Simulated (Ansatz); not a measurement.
Defect: interstitial C in monoclinic HfO2, neutral cell. Level of theory: PBE, PAW (plane waves to 420 eV; Ansatz, a quantum-chemistry and plane-wave program).

96-site cell at the relaxed PBE lattice, the Γ point alone, smearing 0.01 eV, spin-restricted, no finite-size correction. No zero-point or tunnelling terms. Spin-orbit coupling is left out. The charge state is imposed; whether it is stable for some Fermi level was not computed. Sites that were not tried may lie lower.

Barriers: single points on a 2×2×2 k-point mesh shifted by half a step at the bands' geometries.

The step: a concerted move, in which C travels most. Atoms about the jump, Cartesian Å from the middle of the jump, before and after:

| atom | x0 | y0 | z0 | x1 | y1 | z1 |
|---|---|---|---|---|---|---|
| C1 | 0.55 | -1.30 | -0.51 | -0.55 | 1.30 | 0.51 |
| O2 | 0.07 | -0.60 | 0.54 | 0.42 | -1.13 | 0.41 |
| Hf3 | 1.59 | 0.73 | -0.30 | 1.52 | 0.59 | -0.17 |
| Hf4 | -1.52 | -2.02 | 0.17 | -1.43 | -1.99 | 0.20 |
| O5 | 0.75 | 0.14 | -2.22 | 0.69 | 0.01 | -2.08 |
| O6 | -0.24 | 1.76 | -0.55 | -0.07 | 2.00 | -0.54 |
| O7 | -2.13 | -0.48 | -1.20 | -2.04 | -0.46 | -1.20 |
| O8 | 2.53 | -0.42 | 1.44 | 2.62 | -0.41 | 1.46 |
| Hf9 | -1.04 | 1.12 | -2.43 | -1.05 | 1.05 | -2.52 |
| O10 | -0.42 | -3.74 | -0.41 | -0.32 | -3.56 | -0.51 |
| O11 | 3.19 | -0.43 | -1.23 | 3.08 | -0.52 | -1.21 |
| Hf12 | 1.05 | -1.56 | 2.52 | 1.02 | -1.56 | 2.40 |
| O13 | -2.60 | -0.43 | 1.45 | -2.58 | -0.44 | 1.42 |

**Question.** Where do these atoms stand at the saddle point, and how high is it?

**Answer.** 
```json
[
 {"atom": "C1", "x": "0.14", "y": "-0.66", "z": "-0.30"},
 {"atom": "O2", "x": "0.39", "y": "-1.54", "z": "0.60"},
 {"atom": "Hf3", "x": "1.67", "y": "0.88", "z": "-0.32"},
 {"atom": "Hf4", "x": "-1.57", "y": "-2.02", "z": "0.19"},
 {"atom": "O5", "x": "0.90", "y": "0.21", "z": "-2.41"},
 {"atom": "O6", "x": "-0.21", "y": "1.79", "z": "-0.54"},
 {"atom": "O7", "x": "-2.32", "y": "-0.48", "z": "-1.25"},
 {"atom": "O8", "x": "2.49", "y": "-0.38", "z": "1.43"},
 {"atom": "Hf9", "x": "-0.98", "y": "1.07", "z": "-2.42"},
 {"atom": "O10", "x": "-0.38", "y": "-3.61", "z": "-0.47"},
 {"atom": "O11", "x": "3.08", "y": "-0.44", "z": "-1.21"},
 {"atom": "Hf12", "x": "1.04", "y": "-1.60", "z": "2.59"},
 {"atom": "O13", "x": "-2.54", "y": "-0.42", "z": "1.41"}
]
```
It lies 1.55 eV above the start and 1.55 eV above the end. The saddle point's order was not checked.
